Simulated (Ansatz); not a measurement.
The starting structures come from a database of crystals and need not be the phases stable at ambient conditions.

 Where the default PAW files enter, the runs use the earlier of Ansatz's two default sets.

Evanescent states of Si$_{3}$NiP$_{4}$ (I-42m, not sure to be the ambient phase, 8 atoms a cell, 17.3 Å³ an atom) along the normal of (110)

The numbers are results of PBEsol (plane waves, PAW; Ansatz, an electronic-structure program), not measurements.

The gap is the functional's own. No spin-orbit coupling. Mid-gap values are interpolated on the energy grid.

Energies count from the valence-band top; κ is the least over a 6×6 mesh across the current.

```csv
E (eV),κ (1/Å),where
0.03,0.029,Γ
0.07,0.049,Γ
0.12,0.061,Γ
0.17,0.070,Γ
0.23,0.051,off Γ
```

Question: How thick must the barrier be to attenuate the transmission by 10^6 when the electrodes' Fermi level lies at 0.23 eV, and what attenuation does that film give at 0.17 eV?

Answer: d = 6 ln 10 / (2 × 0.051) = 135.4 Å. At 0.17 eV it gives 6 × 0.070/0.051 = 8.2 decades.
